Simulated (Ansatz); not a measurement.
## Carrier doping in NaCl

Take NaCl in the rock salt structure (space group Fm-3m, No. 225; a = 5.696 Å) as the base.

Carriers are added at fixed cell with a uniform background; the Fermi–Dirac width is that of 300 K.

Method: Ansatz (an electronic-structure program), PBE, PAW, cutoff 420 eV, no spin-orbit coupling.

Candidates:
(a) holes 3.0×10^21 cm⁻³
(b) holes 1.0×10^21 cm⁻³
(c) electrons 7.0×10^21 cm⁻³

Before the change:

The gap between the host's bands comes out as 5.00 eV.

Problem. Order them by gap between the host's bands, lowest first.

Solution. (c) electrons 7.0×10^21 cm⁻³ (4.67 eV), (b) holes 1.0×10^21 cm⁻³ (5.07 eV), (a) holes 3.0×10^21 cm⁻³ (5.23 eV)

Charged cell with a jellium background: band edges are those of the host's band count, energies are not comparable with the neutral cell, and many-body gap narrowing is missing. Whether these cells are dynamically stable was not tested.
